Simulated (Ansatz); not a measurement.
The parent structure is CsPbBr3 in the cubic perovskite structure (space group Pm-3m, No. 221; a = 5.8721 Å). Axes: x, y, z lie along the cube axes.

All numbers come from PBEsol in Ansatz (plane waves to 420 eV, PAW, scalar-relativistic without spin-orbit coupling).

Strains are applied to the cell and any free atomic positions relax; under biaxial strain the out-of-plane vector relaxes too.

One change was made to it. Results:

| quantity | base | after |
|---|---|---|
| band gap | 1.43 eV | 1.48 eV |
| energy relative to the base (free energy F) | 0 meV/atom | +2.0 meV/atom |

Task: Which of these changes matches the shifts?
A. biaxial strain +1.20 %, plane normal [001], relaxed out of plane
B. biaxial strain +3.00 %, plane normal [001], relaxed out of plane
C. biaxial strain +0.60 %, plane normal [001], relaxed out of plane

Result: A, biaxial strain +1.20 %, plane normal [001], relaxed out of plane. For comparison, the energy relative to the base in the other runs: biaxial strain +3.00 %, plane normal [001], relaxed out of plane gives +11 meV/atom; biaxial strain +0.60 %, plane normal [001], relaxed out of plane gives +0.5 meV/atom.

Spin-orbit coupling, missing from the scalar runs, can matter with Pb. Whether these cells are dynamically stable was not tested. Many cubic perovskites are stable only at high temperature; tilts and polar distortions were not tested. This is not the structure that CsPbBr3 has at room temperature and ambient pressure.

Ansatz is a quantum-chemistry and plane-wave program.
